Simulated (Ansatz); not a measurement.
Zn₄TeS₃ (model structure, P-4m2, No. 115, 8 atoms in the cell) was calculated with PBE (plane waves, PAW; Ansatz, a first-principles code).

Excerpt of the program's output:

```
WARN 4 symmetry operations that the atoms keep within the bar at which the run's group was sought (crystal.symmetry.tolerance 1.0e-5, or twice it) were not …
Relaxation: its limit of steps is 80 (relax.max_steps)
Crystal: 8 atoms, lattice volume = 181.948 Å³
Basis set: ecut = 520 eV, 4929 PW (Γ), exchange–correlation on 60×60×180 points (8 copies of the dense FFT grid, shifted against one another)
Bands: 50, of which v1, the nominal top of the filled ones, is band 41 counted from 1 (40 counted from 0)
Symmetry: 4 space group operations
Space group: Pmm2 (ITA 25), of the structure as read, at distance tolerance 5.7e-5 Å
k-points: 75 of 256 (time reversal used)
Functional: x = pbe(κ = 0.804, μ = 0.2195149727645171), c = pbe(β = 0.06672455060314922)
SCF iter   1: F=—  HF=-22967.774256 eV  |F-HF|=—  |Δ(HF+E_count)|=         —  Δρ=1.06e-3  dr2=7.44e-3
SCF iter   2: F=—  HF=-22967.772466 eV  |F-HF|=—  |Δ(HF+E_count)|=   1.79e-3  Δρ=5.78e-4  dr2=1.96e-3
  ...
SCF 1 converged in 8 iterations: F = -22967.772281 eV  dr2 = 2.95e-8
Crystal: 8 atoms, lattice volume = 181.948 Å³
Basis set: ecut = 520 eV, 4945 PW (Γ), exchange–correlation on 60×60×180 points (8 copies of the dense FFT grid, shifted against one another)
Initial density: handed on by an earlier stage of this run
SCF 2 converged in 6 iterations: F = -22967.772337 eV  dr2 = 5.42e-9
Crystal: 8 atoms, lattice volume = 181.948 Å³
SCF iter   6: F=—  HF=-22967.772338 eV  |F-HF|=—  |Δ(HF+E_count)|=   2.22e-9  Δρ=1.29e-7  dr2=2.33e-11
SCF iter   7: F=-22967.772338 eV  HF=-22967.772338 eV  |F-HF|=4.00e-11  |Δ(HF+E_count)|=  5.82e-11  Δρ=6.53e-8  dr2=4.49e-12
SCF 3 converged in 7 iterations: F = -22967.772338 eV  dr2 = 4.49e-12
SCF converged after 7 iterations
Free energy (F): -22967.772338 eV
Internal energy: -22967.772338 eV  (E = F + TS)
E sigma→0 (E₀):  -22967.772338 eV
Fermi energy:    6.678010 eV
--- Forces (eV/Å), atoms counted from 1 ---
  atom   1  Zn     0.00000000     0.00000000     0.00007019
  atom   2  S      0.00000000    -0.00000000     0.00374496
  atom   3  Zn     0.00000000     0.00000000    -0.00018126
  atom   4  S      0.00000000    -0.00000000     0.00024802
  atom   5  Zn     0.00000000     0.00000000    -0.00027192
  atom   6  S      0.00000000    -0.00000000    -0.00342580
  atom   7  Zn     0.00000000     0.00000000    -0.00037277
  atom   8  Te     0.00000000    -0.00000000     0.00018904
--- Stress (GPa, compression-positive) ---
       -1.153356      -0.000000       0.000000
       -0.000000      -1.155069      -0.000000
        0.000000      -0.000000      -1.143118
  P = ⅓ Tr σ = -1.1505 GPa (-11.505 kbar)
```

Problem. Write an input file that could have produced this run (the log leaves some choices open).

Solution. One answer among several that fit: 
Ansatz 0.2 input:
```yaml
crystal:
  lattice:
    - [4.0180084387, 0.0, 0.0]
    - [0.0, 4.0181237201, 0.0]
    - [0.0, 0.0, 11.2697051651]
  atoms:
    - { symbol: Zn, position: [0.0, 0.0, 0.0065559822] }
    - { symbol: S, position: [0.5, 0.0, 0.1236859115] }
    - { symbol: Zn, position: [0.5, 0.5, 0.2403593789] }
    - { symbol: S, position: [0.0, 0.5, 0.3565171903] }
    - { symbol: Zn, position: [0.0, 0.0, 0.4726842702] }
    - { symbol: S, position: [0.5, 0.0, 0.5893517662] }
    - { symbol: Zn, position: [0.5, 0.5, 0.7064866011] }
    - { symbol: Te, position: [0.0, 0.5, 0.8565248995] }
basis:
  ecutwfc: 520
  ecutrho_ratio: 4
  xc_grid: 2
kpoints:
  mp_grid: { grid: [8, 8, 4] }
hamiltonian:
  xc: pbe
  dispersion: none
  pseudopotentials: { kind: paw }
scf:
  occupations: { method: fermi_dirac, width: 0.01 }
output:
  forces: true
  stress: true
  eigenvalues: true
relax:
  f_tol: 0.004
  escape_saddle: false
  max_steps: 80
  cell: { stress_tol: 0.02, fix: [volume] }
```

The cell is one volume of an energy–volume scan, off the minimum.

Note: the relaxation could raise the start's symmetry but not lower it, so the cell can be a saddle point.

A model structure was made by putting elements into a prototype or built by hand; it is no filed structure, need not be a known phase, and can be a saddle point held by its symmetry.
